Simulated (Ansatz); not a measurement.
Ti₂InC, treated with PBE0 (Ansatz, a first-principles code, plane waves, PAW).

Run with plane-wave cutoff 520 eV, 12×12×2 k mesh (along the axes of the cell as run), Fermi–Dirac smearing 0.03 eV, no spin polarisation, scalar-relativistic PAW data made under PBE.

Starting structure:

```
InTi2C
1.0
    3.13559     0.00000     0.00000
   -1.56780     2.71550     0.00000
    0.00000     0.00000    14.13051
Ti In C
4 2 2
Cartesian
  1.56780   0.90517   8.17817
  0.00000   1.81033   5.95234
  0.00000   1.81033   1.11292
  1.56780   0.90517  13.01759
  1.56780   0.90517   3.53263
  0.00000   1.81033  10.59788
  0.00000   0.00000   7.06525
  0.00000   0.00000   0.00000
```

Problem. Into what structure does the relaxation of cell and atoms lead at this level, with the symmetry of the start kept?

Solution. The volume drops by 1.6 %; final space group P6_3/mmc.
```
InTi2C
1.0
    3.11288     0.00000     0.00000
   -1.55644     2.69583     0.00000
    0.00000     0.00000    14.10492
Ti In C
4 2 2
Cartesian
  1.55644   0.89861   8.15471
  0.00000   1.79722   5.95020
  0.00000   1.79722   1.10225
  1.55644   0.89861  13.00266
  1.55644   0.89861   3.52623
  0.00000   1.79722  10.57869
  0.00000   0.00000   7.05246
  0.00000   0.00000   0.00000
```

Note: the relaxation could not lower the start's symmetry, so the cell can be a saddle point above a distorted one.
